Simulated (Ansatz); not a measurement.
Defect migration in rutile-type MgF2: F vacancy, charge state +1. The step: one F atom jumps into the vacancy from a nearby F site; the atom moves 2.69 Å along (0.10, 0.47, -0.47) of the unit cell; the moving atom starts with neighbours F at 2.55; Mg at 1.98, 2 Mg at 2.05 Å and ends with Mg at 1.98, Mg at 2.05, Mg at 2.08 Å. A PBE band in Ansatz (plane-wave PAW, the Γ point alone, 72 host sites, 46 SCF runs with any check of the saddle's order, static, no finite-size correction) gives a forward barrier of 0.71 eV. The program found a first-order saddle point. The charge state is imposed; whether it is stable for some Fermi level was not computed. Forms of the defect that were not tried may lie lower.

Single points at the band's start and saddle point can refine it. Rough cost of one point, in units of the band's mean SCF on the same machine:

```csv
Level,Cost of one point
"PBE, a 2×2×2 k-point mesh shifted by half a step",about 10
"r2SCAN at 500 eV, the Γ point alone",about 5
"HSE06, Γ point alone",about 20
```

Task: Which of these move the barrier by more than 0.1 eV, and how far does each move it?

Result: Not one does. PBE, a 2×2×2 k-point mesh shifted by half a step: 0.00 eV; r2SCAN at 500 eV, the Γ point alone: +0.05 eV; HSE06, Γ point alone: +0.04 eV. Each functional is compared with PBE at the same k-points.

Ansatz is a first-principles code.
